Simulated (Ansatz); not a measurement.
**A computed series for BeTe: pressure series**

The parent structure is BeTe in the zinc blende structure (space group F-43m, No. 216; a = 5.6569 Å).

Cell and atoms are relaxed at each pressure.

The values are results of r2SCAN (Ansatz, a program for electronic structure; PAW; 500 eV plane waves; no spin-orbit coupling), not measurements.

Candidates:
(a) pressure 75 GPa
(b) pressure 100 GPa
(c) pressure 7 GPa
(d) pressure −1 GPa
(e) pressure −2 GPa

Before the change:

* **Band gap**: 2.38 eV

**Question.** Order them by band gap, highest first.

**Answer.** (e) pressure −2 GPa (2.46 eV), (d) pressure −1 GPa (2.42 eV), (c) pressure 7 GPa (2.12 eV), (a) pressure 75 GPa (0.70 eV), (b) pressure 100 GPa (0.37 eV)

With Te present, leaving out spin-orbit coupling can change the band edges. Load acts through the strain it causes; cell and atoms are relaxed under it. Whether these cells are dynamically stable was not tested. Competing high-pressure phases were not computed.
